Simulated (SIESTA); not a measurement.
A relaxation of cell and atoms of Zn2GeS3 (P3m1, 6 atoms in the cell) with SIESTA.

Computed with GGA PBEsol, numerical atomic orbitals DZP, PseudoDojo PBEsol standard norm-conserving potentials (rewritten from UPF to PSML) (SIESTA).

```xyz
6
Lattice="3.8580 0.0000 0.0000 -1.9290 3.3411 0.0000 0.0000 0.0000 10.5329" Properties=species:S:1:pos:R:3 pbc="T T T"
Zn     1.9290     1.1137     3.7027
Zn     0.0000     2.2274     6.8274
Ge     0.0000     0.0000    10.5327
S      0.0000     0.0000     2.9985
S      1.9290     1.1137     6.1561
S      0.0000     2.2274     9.2810
```

Reference input (self-consistent single point, DFT, GGA PBEsol, numerical atomic orbitals DZP, PseudoDojo PBEsol standard norm-conserving potentials (rewritten from UPF to PSML)): XC.functional = GGA; XC.authors = PBEsol; potentials = PseudoDojo PBEsol standard; PAO.BasisSize = DZP; PAO.EnergyShift = 0.01 Ry; MeshCutoff = 300 Ry; kgrid.MonkhorstPack = 9 9 3; OccupationFunction = FD; ElectronicTemperature = 10 K; MaxSCFIterations = 150; SCF.Mixer.Method = Pulay; SCF.Mixer.Weight = 0.25. This run's input differs from it in these lines:

```diff
@@ -46,2 +46,7 @@
 Diag.ParallelOverK           true
+MD.TypeOfRun                 CG
+MD.Steps                     40
+MD.MaxForceTol               0.02 eV/Ang
+MD.VariableCell              true
+MD.MaxStressTol              0.05 GPa
 WriteForces                  true
```

Log, with long lists cut:

```
        iscf     Eharris(eV)        E_KS(eV)     FreeEng(eV)     dDmax    Ef(eV) dHmax(eV)
   scf:    1   -14151.146688   -14510.458715   -14510.458750  1.012857 -0.679632 77.031409
   scf:    2   -13753.279356   -14437.796204   -14437.796232  4.433085 -1.857303 68.355266
   scf:    3   -14721.210190   -14690.842028   -14690.842028  4.253895 -3.494328  5.080190
   scf:    4   -14692.722601   -14692.337043   -14692.337043  0.119696 -3.198404  2.688473
   scf:    5   -14692.584962   -14692.478999   -14692.478999  0.033269 -3.205665  1.894788
   [... 5 lines left out ...]
   scf:   11   -14692.580873   -14692.580872   -14692.580872  0.000252 -3.306109  0.001588
   scf:   12   -14692.580873   -14692.580872   -14692.580872  0.000110 -3.306402  0.001018
   scf:   13   -14692.580873   -14692.580873   -14692.580873  0.000132 -3.306682  0.000287
   scf:   14   -14692.580873   -14692.580873   -14692.580873  0.000021 -3.306691  0.000082
SCF Convergence by DM+H criterion
max |DM_out - DM_in|         :     0.0000213467
max |H_out - H_in|      (eV) :     0.0000819709
SCF cycle converged after 14 iterations

Using DM_out to compute the final energy and forces

siesta: E_KS(eV) =           -14692.5809

siesta: E_KS - E_eggbox =    -14692.5809

siesta: Atomic forces (eV/Ang):
     1    0.000468   -0.000272    0.287029
     2    0.000548   -0.000317   -0.004455
     3    0.000127   -0.000074    0.368446
     4   -0.000470    0.000272   -0.047901
     5   -0.000553    0.000320   -0.170362
     6   -0.000127    0.000073   -0.426988
   Tot   -0.000007    0.000003    0.005769
   Max    0.426988
   Res    0.154883    sqrt( Sum f_i^2 / 3N )
   Max    0.426988    constrained

   [... lines left out ...]
siesta: Pressure (static):        -34.48235681  kBar
siesta: Pressure (total):        -34.48235681  kBar
No target stress found, assuming hydrostatic MD.TargetPressure.
Target stress (kBar)
outcell: Cell volume (Ang**3)        :    128.0218
        iscf     Eharris(eV)        E_KS(eV)     FreeEng(eV)     dDmax    Ef(eV) dHmax(eV)
siesta: Pressure (static):         -0.06984536  kBar
siesta: Pressure (total):         -0.06984536  kBar
outcell: Cell volume (Ang**3)        :    128.0218
siesta: FreeEng =    -14692.697925
   [... lines left out ...]
              0.019   0.035   0.024   0.035   0.019

mulliken: Qtot =       72.000

Mulliken Atomic Populations:
Atom #   charge [q] valence [e]  Species
     1     0.377967   19.622033  Zn
     2     0.409692   19.590308  Zn
     3    -0.007971   14.007971  Ge
     4    -0.320859    6.320859  S
     5    -0.384178    6.384178  S
     6    -0.074652    6.074652  S
 Total     0.000000
```

The run converged. 

Summary of the result:
Free energy E − TS: -14692.6979 eV
Top of the valence band (on the code's own zero): -3.46 eV
Gap on the k-point mesh: 0.96 eV
Pressure: -0.01 GPa
Largest force (vector length): 0.009 eV/Å
Final cell: a = 3.775 Å, b = 3.775 Å, c = 10.382 Å, α = 90.00°, β = 90.00°, γ = 120.07°
Final volume per atom: 21.34 Å³
Relaxation steps: 13

The starting cell comes from a database of computed structures (which also holds hypothetical and non-ambient phases and stackings), without a prior relaxation at this level. Values carry the incompleteness of an atom-centred basis.

Cost on one core of a shared machine: roughly 2 min.
